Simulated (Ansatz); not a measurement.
```
CELL_PARAMETERS angstrom
      0.00000     5.30743     5.30743
      5.30743     0.00000     5.30743
      5.30743     5.30743     0.00000
ATOMIC_POSITIONS crystal
  Cs 0.75000 0.75000 0.75000
  Cs 0.25000 0.25000 0.25000
  Pt 0.00000 0.00000 0.00000
  Br 0.76672 0.23328 0.76672
  Br 0.23328 0.76672 0.23328
  Br 0.76672 0.23328 0.23328
  Br 0.23328 0.76672 0.76672
  Br 0.76672 0.76672 0.23328
  Br 0.23328 0.23328 0.76672
```

Level of theory: PBEsol, rigid bands (plane waves, PAW, scalar-relativistic; Ansatz, a first-principles code). Cell: cell and atoms relaxed with PBEsol.

Q: What conductivity effective mass do dilute electrons have at 300 K?

A: 0.58 mₑ.

Q: And the band gap?

A: 1.27 eV at this level; semilocal functionals usually fall short of the measured gap.

Rigid bands, one relaxation time for all states, no polarons. Spin-orbit coupling is left out; where it splits the top of the valence band it changes the hole mass and lowers the gap by about a third of the splitting.

Computed structure with no diffraction record at hand here (it may be known, metastable or hypothetical): Cs2PtBr6 (Fm-3m).
